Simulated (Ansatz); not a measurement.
TaN in the rock salt structure (space group Fm-3m, No. 225)

TaN is modelled in the cubic space group Fm-3m (No. 225), the rock salt structure, Pearson symbol cF8. Cell: a = 4.417 Å, b = 4.417 Å, c = 4.417 Å, α = 90.00°, β = 90.00°, γ = 90.00°. N on 4a is coordinated by 6 Ta at 2.209 Å (octahedral). Ta on 4b has 6 N at 2.209 Å (octahedral). (Neighbours: up to the widest gap in distance over summed covalent radii, below 1.35, at either atom; cation-cation and far metal-metal contacts left out.)
(The calculation used a cell of 2 atoms; values per cell refer to that cell.)

All numbers come from PBE in Ansatz (plane waves to 420 eV, PAW, no SOC). Γ-centred 18×18×18 mesh, Fermi–Dirac width 0.05 eV.

```yaml
volume_per_atom: 10.77 Å³
density: 15.03 g/cm³
band_gap: zero
total_energy: -5158.959 eV/atom (σ→0; compares only within this code and set-up)
```

No phonon test of stability was made. All final runs are without spin polarisation. This is not the structure that TaN has at room temperature and ambient pressure.

Ansatz is a program for electronic structure.
